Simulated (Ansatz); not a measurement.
Base system: a 16-atom supercell of AgCl in the rock salt structure (space group Fm-3m, No. 225) at its relaxed geometry.

```yaml
crystal:
  lattice:
    - [0.00000, 5.61150, 5.61150]
    - [5.61150, 0.00000, 5.61150]
    - [5.61150, 5.61150, 0.00000]
  atoms:
    - { symbol: Cl, position: [0.00000, 0.00000, 0.00000] }
    - { symbol: Cl, position: [0.00000, 0.00000, 0.50000] }
    - { symbol: Cl, position: [0.00000, 0.50000, 0.00000] }
    - { symbol: Cl, position: [0.00000, 0.50000, 0.50000] }
    - { symbol: Cl, position: [0.50000, 0.00000, 0.00000] }
    - { symbol: Cl, position: [0.50000, 0.00000, 0.50000] }
    - { symbol: Cl, position: [0.50000, 0.50000, 0.00000] }
    - { symbol: Cl, position: [0.50000, 0.50000, 0.50000] }
    - { symbol: Ag, position: [0.25000, 0.25000, 0.25000] }
    - { symbol: Ag, position: [0.25000, 0.25000, 0.75000] }
    - { symbol: Ag, position: [0.25000, 0.75000, 0.25000] }
    - { symbol: Ag, position: [0.25000, 0.75000, 0.75000] }
    - { symbol: Ag, position: [0.75000, 0.25000, 0.25000] }
    - { symbol: Ag, position: [0.75000, 0.25000, 0.75000] }
    - { symbol: Ag, position: [0.75000, 0.75000, 0.25000] }
    - { symbol: Ag, position: [0.75000, 0.75000, 0.75000] }
```

Calculations: Kohn–Sham DFT with the PBE functional, run in Ansatz (a quantum-chemistry and plane-wave program) with PAW and 420 eV plane waves, no spin-orbit coupling.

Base values:

The mean distance from the defect site to its nearest host atoms is 2.81 Å and the pressure is 0.0 GPa.

It is then changed as follows: a neutral Cl vacancy, atoms relaxed at fixed cell, starting from a slightly rattled geometry.

Task: What happens to the largest displacement of a host atom from its site in the perfect cell?

Result: The largest displacement of a host atom from its site in the perfect cell comes out as 1.37 Å.

Task: Predict the new mean distance from the defect site to its nearest host atoms.

Result: The mean distance from the defect site to its nearest host atoms falls by 0.551 Å to 2.25 Å.

Task: Predict the new pressure.

Result: The pressure goes from zero to -0.4 GPa.

The magnetic state is the one reached from the starting moments; the real material's order can differ, and small cells can't hold many antiferromagnetic ones. The cell is small, so the values are those of an ordered compound at a high defect concentration; dilute-limit values will differ. The mesh was chosen for an insulator and is coarse for the gapless case. Starting moments died away, wholly or in part, for Cl vacancy; another magnetic solution may exist. No Hubbard U is applied, and correlation can decide whether such a compound is a metal. The defect cell is spin-polarised and ends with 0.0 μB.
